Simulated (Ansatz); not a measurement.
## Response to strain in GaAs

The parent structure is GaAs in the zinc blende structure (space group F-43m, No. 216; a = 5.659 Å).

Strains are applied to the cell and any free atomic positions relax.

Computed with PBEsol (Ansatz, an electronic-structure program; PAW; 420 eV plane waves; no SOC).

Computed cases, in order: isotropic strain −3.00 %; isotropic strain −2.50 %; isotropic strain −2.00 %; isotropic strain −1.50 %; isotropic strain −1.00 %; isotropic strain −0.50 %; the unstrained base; isotropic strain +0.50 %; isotropic strain +1.00 %; isotropic strain +1.50 %; isotropic strain +2.00 %; isotropic strain +2.50 %; isotropic strain +3.00 %.

Between which two neighbouring cases does the band gap open or close?

Between isotropic strain +1.50 % (0.10 eV) and isotropic strain +2.00 % (zero). The whole series: isotropic strain −3.00 %: 1.12 eV; isotropic strain −2.50 %: 1.00 eV; isotropic strain −2.00 %: 0.88 eV; isotropic strain −1.50 %: 0.76 eV; isotropic strain −1.00 %: 0.65 eV; isotropic strain −0.50 %: 0.53 eV; the unstrained base: 0.42 eV; isotropic strain +0.50 %: 0.31 eV; isotropic strain +1.00 %: 0.20 eV; isotropic strain +1.50 %: 0.10 eV; isotropic strain +2.00 %: zero; isotropic strain +2.50 %: zero; isotropic strain +3.00 %: zero.

The mesh was chosen for an insulator and is coarse for the gapless case. Whether these cells are dynamically stable was not tested. All final runs are without spin polarisation. A zero or small gap of GaAs under isotropic strain +1.00 %, GaAs under isotropic strain +1.50 %, GaAs under isotropic strain +2.00 % and GaAs under isotropic strain +2.50 % can be the functional's error rather than a property of the material.
